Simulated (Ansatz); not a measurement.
Se with two functionals, isotropic strain +5.55 %

Start from Se (space group P3_121, No. 152; a = 4.5345 Å, c = 5.0415 Å; made of chains).

(Cell as relaxed with PBE.)

Levels (all Ansatz, a first-principles code, PAW): PBE (420 eV, no spin-orbit coupling); r2SCAN (500 eV, without spin-orbit coupling).

Each level relaxes its own structure.

```
base                      PBE    r2SCAN
-------------------  --------  --------
volume per atom      29.92 Å³  29.25 Å³
lattice parameter a   4.535 Å   4.506 Å
band gap              1.04 eV   1.33 eV
```

The change: the cell is scaled by 1.0555 in all directions; the atoms relax in the strained cell.

| quantity | PBE | r2SCAN |
|---|---|---|
| largest internal atomic displacement | 0.099 Å | … |
| smallest direct gap | 0.86 eV | … |
| band gap | 0.72 eV | … |

Question: What does r2SCAN give?

Answer: 
- largest internal atomic displacement, r2SCAN: 0.094 Å
- smallest direct gap, r2SCAN: 1.12 eV
- band gap, r2SCAN: 0.96 eV

PBE's largest internal atomic displacement lies 0.005 Å above r2SCAN's; PBE's smallest direct gap lies 0.26 eV below r2SCAN's; PBE's band gap lies 0.24 eV below r2SCAN's. Neither level is exact; r2SCAN is the comparison here, not a measurement.

No phonon test of stability was made. No dispersion term is included, though the crystal is made of layers, chains or molecules, so its spacings can come out too wide.
